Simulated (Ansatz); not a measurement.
Consider Sb (space group R-3m, No. 166; a = 4.3197 Å, c = 11.0234 Å (hexagonal axes); relaxed with 0.1 eV smearing). Axes: x lies along a and z along c of the hexagonal cell.

Computed with Ansatz (a quantum-chemistry and plane-wave program) PBE-D3(BJ), without spin-orbit coupling.

For the base:

The pressure is 0.0 GPa.

Modification: uniaxial strain ε_zz = −5.74 %, all other strain components held at zero; the atoms relax in the strained cell.

Q: What does the calculation give for the pressure, energy relative to the base and largest internal atomic displacement after the change?

A: The pressure (mean of the normal stresses, compression positive) goes from zero to 2.5 GPa; the energy goes up by 18 meV/atom; the largest internal atomic displacement amounts to 0.048 Å.

Whether these cells are dynamically stable was not tested.
